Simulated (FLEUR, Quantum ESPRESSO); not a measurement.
A FLEUR input for a self-consistent single point of TiNbC2 (R-3m, 4 atoms in the cell) (DFT, PBEsol, all-electron FLAPW (FLEUR), scalar-relativistic valence):

Input of the input generator:

```
scf TiNbC2
&input film=f /
1.5339155824 0.8856063079 4.9947590473
-1.5339155824 0.8856063079 4.9947590473
-0.0000000000 -1.7712134154 4.9947589055
1.8897261246
1.0 1.0 1.0

4
22 0.5000000000 0.5000000000 0.5000000000
41 0.0000000000 0.0000000000 0.0000000000
6 0.7524260000 0.7524260000 0.7524260000
6 0.2475740000 0.2475740000 0.2475740000

&comp jspins=1 /
&exco xctyp='PBEs' /
&kpt div1=8 div2=8 div3=8 gamma=t /
&end /
```

```xml
<?xml version="1.0" encoding="UTF-8" standalone="no"?>
<fleurInput fleurInputVersion="0.39">
   <comment>
      scf TiNbC2                                                                                          
   </comment>
   <calculationSetup>
      <cutoffs Kmax="4.3" Gmax="17.2" GmaxXC="17.2" numbands="0"/>
      <scfLoop itmax="60" minDistance="0.00001" maxIterBroyd="25" imix="Anderson" alpha="0.05" precondParam="0.0" spinf="2.0"/>
      <coreElectrons ctail="T" frcor="F" kcrel="0" coretail_lmax="0"/>
      <xcFunctional name="PBEs" relativisticCorrections="F"/>
      <magnetism jspins="1"/>
      <soc l_soc="F" theta="0.0" phi="0.0" spav="F"/>
      <expertModes spex="0" secvar="F"/>
      <geometryOptimization l_f="T" forcealpha="1.0" forcemix="BFGS" epsdisp="0.00001" epsforce="0.00001"/>
      <ldaU l_linMix="F" mixParam="0.05" spinf="1.0"/>
   </calculationSetup>
   <cell>
      <bzIntegration valenceElectrons="33.0" mode="gauss" fermiSmearingEnergy="0.00183747">
         <kPointListSelection listName="default-1"/>
         <!-- k-points included here -->
         <xi:include xmlns:xi="http://www.w3.org/2001/XInclude" href="kpts.xml"> </xi:include>
      </bzIntegration>
      <!-- symmetry operations included here -->
      <xi:include xmlns:xi="http://www.w3.org/2001/XInclude" href="sym.xml"> </xi:include>
      <bulkLattice scale="1.0">
         <bravaisMatrix>
            <row-1>    2.8986803489923036     1.6735533761491812     9.4387266577650166</row-1>
            <row-2>   -2.8986803489923036     1.6735533761491812     9.4387266577650166</row-2>
            <row-3>    0.0000000000000000    -3.3471082633233720     9.4387263898018521</row-3>
         </bravaisMatrix>
      </bulkLattice>
   </cell>
   <atomSpecies>
      <species name="Titanium (Ti)" element="Ti" atomicNumber="22">
         <mtSphere radius="2.47" gridPoints="853" logIncrement="0.014"/>
         <atomicCutoffs lmax="10" lnonsphr="8"/>
         <electronConfig flipSpins="F">
            <coreConfig>(1s1/2) (2s1/2) (2p1/2) (2p3/2)</coreConfig>
            <valenceConfig>(3s1/2) (3p1/2) (3p3/2) (4s1/2) (3d3/2) (3d5/2)</valenceConfig>
            <stateOccupation state="(3d3/2)" spinUp="0.4" spinDown="0.4"/>
            <stateOccupation state="(3d5/2)" spinUp="0.6" spinDown="0.6"/>
         </electronConfig>
         <energyParameters s="4" p="4" d="3" f="4"/>
         <lo type="SCLO" l="0" n="3" eDeriv="0"/>
         <lo type="SCLO" l="1" n="3" eDeriv="0"/>
      </species>
      <species name="Niobium (Nb)" element="Nb" atomicNumber="41">
         <mtSphere radius="2.55" gridPoints="879" logIncrement="0.015"/>
         <atomicCutoffs lmax="10" lnonsphr="8"/>
         <electronConfig flipSpins="F">
            <coreConfig>(1s1/2) (2s1/2) (2p1/2) (2p3/2) (3s1/2) (3p1/2) (3p3/2) (3d3/2) (3d5/2)</coreConfig>
            <valenceConfig>(4s1/2) (4p1/2) (4p3/2) (5s1/2) (4d3/2) (4d5/2)</valenceConfig>
            <stateOccupation state="(5s1/2)" spinUp="0.5" spinDown="0.5"/>
            <stateOccupation state="(4d3/2)" spinUp="0.8" spinDown="0.8"/>
            <stateOccupation state="(4d5/2)" spinUp="1.2" spinDown="1.2"/>
         </electronConfig>
         <energyParameters s="5" p="5" d="4" f="4"/>
         <lo type="SCLO" l="0" n="4" eDeriv="0"/>
         <lo type="SCLO" l="1" n="4" eDeriv="0"/>
      </species>
      <species name="Carbon (C)" element="C" atomicNumber="6">
         <mtSphere radius="1.40" gridPoints="483" logIncrement="0.021"/>
         <atomicCutoffs lmax="6" lnonsphr="4"/>
         <electronConfig flipSpins="F">
            <coreConfig>(1s1/2)</coreConfig>
            <valenceConfig>(2s1/2) (2p1/2) (2p3/2)</valenceConfig>
            <stateOccupation state="(2p1/2)" spinUp="0.3333333333333" spinDown="0.3333333333333"/>
            <stateOccupation state="(2p3/2)" spinUp="0.6666666666667" spinDown="0.6666666666667"/>
         </electronConfig>
         <energyParameters s="2" p="2" d="3" f="4"/>
      </species>
   </atomSpecies>
   <atomGroups>
      <atomGroup species="Titanium (Ti)">
         <relPos label="                   1">1.000/2.000 1.000/2.000 1.000/2.000</relPos>
         <force calculate="T" relaxXYZ="TTT"/>
      </atomGroup>
      <atomGroup species="Niobium (Nb)">
         <relPos label="                   2">.0000000000 .0000000000 .0000000000</relPos>
         <force calculate="T" relaxXYZ="TTT"/>
      </atomGroup>
      <atomGroup species="Carbon (C)">
         <relPos label="                   3">-.2475740000 -.2475740000 -.2475740000</relPos>
         <relPos label="                   4">.2475740000 .2475740000 .2475740000</relPos>
         <force calculate="T" relaxXYZ="TTT"/>
      </atomGroup>
   </atomGroups>
   <output dos="F" band="F" slice="F">
      <checks vchk="F" cdinf="F"/>
      <bandDOS minEnergy="-.5*Htr" maxEnergy="0.5*Htr" sigma="0.015" storeEVData="T"/>
      <vacuumDOS vacdos="F" integ="F" star="F" nstars="0" locx1="0.0" locy1="0.0" locx2="0.0" locy2="0.0" nstm="0" tworkf="0.0"/>
      <unfoldingBand unfoldBand="F" supercellX="1" supercellY="1" supercellZ="1"/>
      <plotting iplot="0" polar="F">
         <plot TwoD="T" vec1="  1.0  0.0  0.0" vec2="  0.0  1.0  0.0" vec3="  0.0  0.0  1.0" zero="  0.0  0.0  0.0" file="plot"/>
      </plotting>
      <chargeDensitySlicing numkpt="0" minEigenval="0.0" maxEigenval="0.0" nnne="0" pallst="F"/>
      <specialOutput eonly="F"/>
      <magneticCircularDichroism mcd="F" energyLo="-10.0" energyUp="0.0"/>
   </output>
  <!-- We include the file relax.xml here to enable relaxations (see documentation) -->
  <xi:include xmlns:xi="http://www.w3.org/2001/XInclude" href="relax.xml"> <xi:fallback/> </xi:include>
</fleurInput>
```

### Question
Give the Quantum ESPRESSO input for the same structure, mesh, smearing and functional.

### Answer
This is the input that was run; spellings and numerical settings could be chosen otherwise.

```fortran
&CONTROL
  calculation = 'scf'
  prefix = 'tinbc2'
  outdir = './out'
  pseudo_dir = './'
  tprnfor = .true.
  tstress = .true.
/
&SYSTEM
  ibrav = 5
  celldm(1) = 10.0146237867
  celldm(4) = 0.832443465213
  nat = 4
  ntyp = 3
  ecutwfc = 50
  ecutrho = 400
  occupations = 'smearing'
  smearing = 'gauss'
  degauss = 0.0036749
  input_dft = 'pbesol'
/
&ELECTRONS
  conv_thr = 1.0d-10
/
ATOMIC_SPECIES
Ti    47.8670  ti_pbe_v1.4.uspp.F.UPF
Nb    92.9064  Nb.pbe-spn-kjpaw_psl.0.3.0.UPF
C     12.0110  C.pbe-n-kjpaw_psl.1.0.0.UPF
ATOMIC_POSITIONS {crystal}
Ti    0.5000000000    0.5000000000    0.5000000000
Nb    0.0000000000    0.0000000000    0.0000000000
C     0.7524260000    0.7524260000    0.7524260000
C     0.2475740000    0.2475740000    0.2475740000
K_POINTS {automatic}
8 8 8  0 0 0
```

Basis settings and potentials, where a program has them, do not carry over. This input uses DFT, PBEsol, plane waves, SSSP 1.1.2 efficiency (PBE) pseudopotentials. Both were run: largest force 0.016 eV/Å in FLEUR and 0.010 in Quantum ESPRESSO.

On Quantum ESPRESSO: the starting cell comes from a database of computed structures (which also holds hypothetical and non-ambient phases and stackings), without a prior relaxation at this level. For this run, on top of that: lattice scaled by 0.98. Spin polarisation is off. With a pressure of about 9 GPa the cell is away from its equilibrium volume at this level.

On FLEUR: the starting cell comes from a database of computed structures (which also holds hypothetical and non-ambient phases and stackings), without a prior relaxation at this level. For this run, on top of that: lattice scaled by 0.98. Spin polarisation is off. Values depend on the basis (sphere radii, cutoffs, local orbitals), which need not be converged.
